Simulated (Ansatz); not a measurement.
KTaO₂ (model structure, started from the NaNbO2 type, P6₃/mmc, No. 194, 8 atoms in the cell), treated with r²SCAN (plane waves, PAW; Ansatz, a quantum-chemistry and plane-wave program).

Run with plane-wave cutoff 560 eV, 12×12×4 k mesh (along the axes of the cell as run), Fermi–Dirac smearing 0.01 eV, scalar-relativistic PAW data made under PBE.

Cell (relaxed at this level):

KTaO$_{2}$ is taken in the hexagonal space group P6₃/mmc (No. 194), Pearson symbol hP8. Cell: a = 2.992 Å, b = 2.992 Å, c = 12.928 Å, α = 90.00°, β = 90.00°, γ = 120.00°. K on 2a is coordinated by 6 O at 2.599 Å. Ta on 2d has 6 O at 2.156 Å (trigonal prismatic). O on 4f has 3 Ta at 2.156 Å and 3 K at 2.599 Å. (Neighbours: up to the widest gap in distance over summed covalent radii, below 1.35, at either atom; cation-cation and far metal-metal contacts left out.)

Question: Give the computed band gap.

Answer: 
- band gap = 1.53 eV

Note: the relaxation could raise the start's symmetry but not lower it, so the cell can be a saddle point.

Spin–orbit coupling is not included.

The computed numbers hold no vibrational or temperature effects.

Cost on a shared machine: roughly 40 core-seconds.

A model structure was made by putting elements into a prototype or built by hand; it is no filed structure, need not be a known phase, and can be a saddle point held by its symmetry.
